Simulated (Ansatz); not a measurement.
**Pressure series in NbAs**

Base system: NbAs (space group I4_1md, No. 109; a = 3.4736 Å, c = 11.7487 Å).

Cell and atoms are relaxed at each pressure.

The values are results of Kohn–Sham DFT with the PBE functional, run in Ansatz (a program for electronic structure) with PAW and 420 eV plane waves, no SOC, not measurements.

```
variant              density  c/a ratio  shortest interatomic distance
----------------  ----------  ---------  -----------------------------
base              7.86 g/cm³      3.382                       263.1 pm
pressure −2 GPa   7.76 g/cm³      3.391                       264.2 pm
pressure −1 GPa   7.81 g/cm³      3.386                       263.6 pm
pressure 1.8 GPa  7.95 g/cm³      3.375                       262.2 pm
pressure 4.2 GPa  8.06 g/cm³      3.365                       261.0 pm
pressure 9 GPa    8.27 g/cm³      3.349                       258.8 pm
pressure 18 GPa   8.62 g/cm³      3.318                       255.4 pm
pressure 30 GPa   9.04 g/cm³      3.283                       251.7 pm
pressure 45 GPa   9.49 g/cm³      3.243                       248.0 pm
pressure 60 GPa   9.90 g/cm³      3.208                       245.0 pm
```

Load acts through the strain it causes; cell and atoms are relaxed under it. Whether these cells are dynamically stable was not tested. Competing high-pressure phases were not computed. All final runs are without spin polarisation.
